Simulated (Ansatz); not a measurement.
Crystal: Si3N4 (P6_3/m, 14 atoms a cell, 10.4 Å³ an atom); both levels run on this one cell.

Complex bands along the normal of (001) by Ansatz (plane waves, PAW, no spin-orbit coupling). r2SCAN gives a gap of 5.00 eV and a slowest mid-gap decay of 0.329 1/Å.

**Question.** What does PBE give on the same cell, and what does that do to the current through 2 nm?

**Answer.** Gap 4.35 eV, κ = 0.310 1/Å. The mid-gap transmission through 2 nm changes by exp(2 × 20 × (0.329 − 0.310)) = a factor of 2.1 against r2SCAN.

Ansatz is a program for electronic structure.
